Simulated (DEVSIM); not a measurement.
Device: Si n-i-p diode, at 400 K.

| layer (left to right) | material | thickness (μm) | Nd (cm⁻³) | Na (cm⁻³) | τn (s) | τp (s) |
|---|---|---|---|---|---|---|
| 1 | Si | 0.660 | 6e18 | - | 1.2e-6 | 1.2e-6 |
| 2 | Si | 0.820 | - | 2.3e12 | 1.2e-6 | 1.2e-6 |
| 3 | Si | 3.30 | - | 1e17 | 1.2e-6 | 1.2e-6 |

Left contact: ohmic. Right contact: ohmic. Voltage is applied to the left contact. Recombination: SRH at mid-gap, radiative, Auger. Mobility is constant in doping. Where it depends on doping, it is μmin + (μ − μmin)/(1 + (N/Nref)^α).

This is a model device: material constants are rounded textbook-type values typed into the input, and sizes, dopings and lifetimes were drawn at random. Values at 300 K; Nc and Nv go as T^1.5, mobilities as T to minus their exponent, the gap by Varshni's rule with the affinity fixed. The table also holds parameters that only a changed run uses.

| parameter | Si |
|---|---|
| gap (eV) | 1.124 |
| affinity (eV) | 4.05 |
| permittivity | 11.7 |
| Nc (cm⁻³) | 2.86e19 |
| Nv (cm⁻³) | 3.1e19 |
| μn (cm²/Vs) | 1417 |
| μp (cm²/Vs) | 470 |
| μn,min | 52 |
| μp,min | 45 |
| Nref,n | 9.7e16 |
| Nref,p | 2.2e17 |
| αn | 0.68 |
| αp | 0.72 |
| T exponent of μn | 2.3 |
| T exponent of μp | 2.2 |
| B (cm³/s) | 4.7e-15 |
| Cn (cm⁶/s) | 2.8e-31 |
| Cp (cm⁶/s) | 9.9e-32 |
| Varshni α (eV/K) | 0.000473 |
| Varshni β (K) | 636 |

Model (solved in DEVSIM): 1D drift-diffusion, Boltzmann statistics, complete ionisation; no tunnelling, impact ionisation, image-force lowering or self-heating.

Base results: dark forward voltage at 100 A/cm² (V) 0.590; dark forward voltage at 1 A/cm² (V) 0.428.

Problem. What follows from this one change: thickness of layer 3 3.3 → 0.66 μm?

Solution. dark forward voltage at 100 A/cm² 0.590 → 0.537 V; dark forward voltage at 1 A/cm² 0.428 → 0.373 V.

Problem. What follows from this one change: doping-dependent mobility in place of the constant one?

Solution. dark forward voltage at 100 A/cm² 0.590 → 0.613 V; dark forward voltage at 1 A/cm² 0.428 → 0.450 V.
